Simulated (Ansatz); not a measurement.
```xyz
4
Lattice="-1.7035 1.7035 5.7906 1.7035 -1.7035 5.7906 1.7255 1.7255 -5.7906" Properties=species:S:1:pos:R:3 pbc="T T T"
Ta     0.0000     0.0000    11.5694
Ta     0.0110     1.7145     2.8836
As     0.0000     0.0000     4.8295
As     1.7145     0.0110     1.9342
```

No spin polarisation.

Method: PBEsol (Ansatz, a quantum-chemistry and plane-wave program), no spin-orbit coupling. Settings: 24×24×24 k-points, 0.1 eV Fermi–Dirac smearing.

Predict the stress and band gap.

The stress (xx, yy, zz, yz, xz, xy; compression positive) is (0.1, 0.1, 0.0, 0.0, 0.0, -2.5) GPa and the band gap is zero.

Spin-orbit coupling, missing from the scalar runs, can matter with Ta. The cells carry an imposed strain or load. No phonon test of stability was made. The final runs are not spin-polarised. The cell was made from TaAs (space group I4_1md, No. 109) by this change: tensor shear ε_xy = +0.64 %. The zero or small gap of TaAs can change with the level of theory.
